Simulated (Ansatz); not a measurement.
The reference is NaF in the rock salt structure (space group Fm-3m, No. 225; a = 4.701 Å).

Level of theory: PBE (Ansatz, an electronic-structure program), scalar-relativistic without spin-orbit coupling.

Strains are applied to the cell and any free atomic positions relax.

One change was made to it. Results:

```csv
quantity,base,after
electron mass,0.56 mₑ (at Γ),0.57 mₑ (at Γ)
band gap,6.09 eV,5.72 eV
pressure,0.00 GPa,-2.81 GPa
gap character,direct at Γ,direct at Γ
```

### Question
What was done to the base?
A) isotropic strain +2.50 %
B) isotropic strain +1.00 %
C) isotropic strain −3.00 %

### Answer
A, isotropic strain +2.50 %. For comparison, the band gap in the other runs: isotropic strain −3.00 % gives 6.58 eV; isotropic strain +1.00 % gives 5.94 eV.

Masses are band curvatures over ±0.01 Å⁻¹ around the edge. Stability against distortions was not tested.
